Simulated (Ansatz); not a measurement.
An input for Ansatz (LDA) and the part of its output that reports the quasi-harmonic study. Lengths are of the primitive cell. The cell was generated from a structure type, relaxed within its symmetry, and need not be the phase found at ambient conditions.

Ansatz 0.2 input:
```yaml
crystal:
  lattice:
    - [2.7936450201, 0.0, 0.0]
    - [0.0, 2.7936450201, 0.0]
    - [0.0, 0.0, 2.7936450201]
  atoms:
    - { symbol: Al, position: [0.0, 0.0, 0.0] }
    - { symbol: Co, position: [0.5, 0.5, 0.5] }
kpoints:
  mp_grid: { grid: [12, 12, 12] }
hamiltonian:
  xc: lda
  pseudopotentials: { kind: paw }
scf:
  occupations: { method: methfessel_paxton, width: 0.15 }
phonons:
  method: dfpt
  qmesh: [3, 3, 3]
  temperatures: { t_max: 1000, t_step: 25 }
  thermal_expansion: {}
checkpoint:
  write: run
```

```
--- Thermal expansion: 10 cells in 3 rounds, 0 GPa ---
  no lower state was reached at cell 4; its state was not examined: fill_not_monotonic
  without vibrations: a 2.79376, b 2.79376, c 2.79376 Å, V 21.8056 Å³, B 207.82 GPa
  at 0 K: a 2.79965, b 2.79965, c 2.79965 Å, V 21.9437 Å³, B 204.33 GPa
  zero-point expansion: a +0.211, b +0.211, c +0.211, V +0.634 %
      T/K        a/Å        b/Å        c/Å       V/Å³ | expansion of a, b, c, V (1e-6/K)   | that of V in the mean from 25 °C | C_P, C_V (J/mol K of the cell) | B_T, B_S (GPa)
     0.00    2.79965    2.79965    2.79965    21.9437 |    0.00    0.00    0.00    0.00 |   15.14 |     0.000     0.000 |   204.33   204.33
   100.00    2.79994    2.79994    2.79994    21.9506 |    3.43    3.43    3.43   10.28 |   21.21 |    17.013    16.984 |   203.81   204.15
   200.00    2.80155    2.80155    2.80155    21.9886 |    7.50    7.50    7.50   22.50 |   25.28 |    36.291    36.021 |   201.67   203.19
   298.15    2.80388    2.80388    2.80388    22.0433 |    9.16    9.16    9.16   27.48 |       - |    43.766    43.172 |   199.07   201.81
   375.00    2.80593    2.80593    2.80593    22.0918 |    9.87    9.87    9.87   29.60 |   28.65 |    46.728    45.868 |   196.90   200.60
   475.00    2.80879    2.80879    2.80879    22.1595 |   10.48   10.48   10.48   31.43 |   29.80 |    49.082    47.867 |   194.00   198.93
   575.00    2.81180    2.81180    2.81180    22.2308 |   10.92   10.92   10.92   32.77 |   30.72 |    50.640    49.060 |   191.04   197.19
   675.00    2.81493    2.81493    2.81493    22.3050 |   11.29   11.29   11.29   33.87 |   31.51 |    51.805    49.849 |   188.02   195.40
   775.00    2.81815    2.81815    2.81815    22.3818 |   11.61   11.61   11.61   34.84 |   32.20 |    52.763    50.417 |   184.96   193.57
   875.00    2.82147    2.82147    2.82147    22.4609 |   11.92   11.92   11.92   35.76 |   32.85 |    53.615    50.862 |   181.86   191.70
   975.00    2.82488    2.82488    2.82488    22.5424 |   12.22   12.22   12.22   36.67 |   33.45 |    54.422    51.241 |   178.71   189.81
  1000.00    2.82575    2.82575    2.82575    22.5632 |   12.30   12.30   12.30   36.90 |   33.60 |    54.622    51.331 |   177.92   189.33
  the static fit leaves 0.000 meV an atom of the energies and, of the stresses, 0.000 GPa of each cell's largest along a strain (root mean squares over the cells), whose Pulay part it has at -0.017 GPa
  vibrations' free energy: its fit passes through its cells
  the electrons' free energy at temperature is in it; its fit leaves 0.0006 meV an atom at the most
  free energies summed between the sampled wave vectors
  estimated error of the fitted expansion in any direction: up to 0.016e-6/K, at 1000 K, with few degrees of freedom (an estimate, not a bound: it was exceeded on models of known expansion)
  by sums over the sampled wave vectors an expansion of the volume parts by up to 0.67e-6/K
  by a static energy of one degree less an expansion of the volume parts by up to 0.04e-6/K
  the FFT grids of the static calculations differ: 20 × 20 × 20, 24 × 24 × 24
```

Warnings of the run: thermal_expansion_settings.

Cost: very roughly 30 core-minutes.

The crystal is held in this phase throughout; melting and phase transitions are not modelled.

The PAW data sets were generated under PBE and serve the other functionals too.

Ansatz is a first-principles code.
